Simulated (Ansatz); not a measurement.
**Response to strain in Ta**

Take Ta in the bcc (W type) structure (space group Im-3m, No. 229; relaxed with 0.1 eV smearing) as the base.

```
Ta
1.0
   -1.62703     1.62703     1.62703
    1.62703    -1.62703     1.62703
    1.62703     1.62703    -1.62703
Ta
1
Direct
  0.00000   0.00000   0.00000
```

Cartesian axes are those of the cell as printed.

Strains are applied to the cell and any free atomic positions relax.

Calculations: Ansatz (an electronic-structure program) LDA, no spin-orbit coupling.

Notes on the quantities. energy relative to the base: free energy F; pressure: mean of the normal stresses, compression positive.

```csv
case,energy relative to the base,pressure,volume per atom
base,0 meV/atom,0.0 GPa,17.23 Å³
tensor shear ε_xy = +1.14 %,+1.9 meV/atom,0.1 GPa,17.23 Å³
tensor shear ε_xy = +1.71 %,+4.4 meV/atom,0.1 GPa,17.22 Å³
tensor shear ε_xy = +0.29 %,+0.1 meV/atom,0.0 GPa,17.23 Å³
tensor shear ε_xy = +0.57 %,+0.5 meV/atom,0.0 GPa,17.23 Å³
tensor shear ε_xy = +2.00 %,+6.0 meV/atom,0.2 GPa,17.22 Å³
tensor shear ε_xy = +1.43 %,+3.1 meV/atom,0.1 GPa,17.22 Å³
tensor shear ε_xy = +0.86 %,+1.1 meV/atom,0.0 GPa,17.23 Å³
```

Stability against distortions was not tested. The final runs are not spin-polarised.
